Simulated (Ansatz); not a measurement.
# Nb under a change: uniaxial strain ε_zz = −3.00 %

Consider Nb in the bcc (W type) structure (space group Im-3m, No. 229; a = 3.2729 Å; relaxed with 0.1 eV smearing). Axes: x, y, z lie along the cube axes.

It is then changed as follows: uniaxial strain ε_zz = −3.00 %, all other strain components held at zero, atoms relaxed at fixed cell.

Computed with Ansatz (an electronic-structure program), PBEsol, PAW, cutoff 420 eV, without spin-orbit coupling. k-mesh 28×28×28 (Γ-centred); smearing 0.1 eV (Fermi–Dirac).

* **Volume per atom**: 17.00 Å³ (base 17.53 Å³)
* **Space group**: I4/mmm (No. 139) (base Im-3m (No. 229))
* **Shortest interatomic distance**: 2.806 Å (base 2.834 Å)
* **Energy relative to the base (free energy F)**: +13 meV/atom
* **Pressure (mean of the normal stresses, compression positive)**: 5.9 GPa (base 0.0 GPa)
* **Band gap**: zero (base zero)
* **Stress (xx, yy, zz, yz, xz, xy; compression positive)**: (4.7, 4.7, 8.3, 0.0, 0.0, 0.0) GPa

Final structure:

```xyz
1
Lattice="-1.6365 1.6365 1.5874 1.6365 -1.6365 1.5874 1.6365 1.6365 -1.5874" Properties=species:S:1:pos:R:3 pbc="T T T"
Nb     0.0000     0.0000     0.0000
```

Cost of the whole job for the changed cell (relaxation, final SCF and bands): around 40 core-seconds (rough).

No phonon test of stability was made. All final runs are without spin polarisation.
